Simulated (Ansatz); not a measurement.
Ge2Sb2Te5 (Cm, No. 8, 9 atoms in the cell; start mp-1224407), treated with LDA in Ansatz (plane waves, PAW).

Numerical settings: plane-wave cutoff 520 eV, 8×8×6 k mesh (along the axes of the cell as run), Fermi–Dirac smearing 0.01 eV, scalar-relativistic PAW data made under PBE.

Cell (relaxed with PBEsol):

Space group Cm (No. 8); a = 13.3636 Å, b = 5.9988 Å, c = 9.4368 Å, α = 90.00°, β = 134.53°, γ = 90.00°

```
atom  site  symmetry       x       y       z
----  ----  --------  ------  ------  ------
Ge      2a         m  0.4884  0.0000  0.9825
Ge      2a         m  0.0849  0.0000  0.3663
Sb      2a         m  0.1839  0.5000  0.7947
Sb      2a         m  0.3129  0.0000  0.2069
Te      2a         m  0.3095  0.5000  0.2206
Te      2a         m  0.3974  0.0000  0.6105
Te      2a         m  0.0039  0.0000  0.0064
Te      2a         m  0.1102  0.5000  0.4074
Te      2a         m  0.2092  0.0000  0.8050
```
(The calculation used a cell of 9 atoms; values per cell refer to that cell.)

**Question.** Give the computed band gap, smallest direct gap on the k points sampled and Γ–Γ gap.

**Answer.** 
- band gap = 0.11 eV
- smallest direct gap on the k points sampled = 0.21 eV
- Γ–Γ gap = 1.42 eV

Note: cell and atoms aren't relaxed at this level (largest force component 0.07 eV/Å, pressure -1.2 GPa).

Spin–orbit coupling is not included; it can close the smallest gap of 0.11 eV.

The computed numbers hold no vibrational or temperature effects.

A start named mp-… is a Materials Project structure, which need not be a measured phase.

Ansatz is an electronic-structure program.
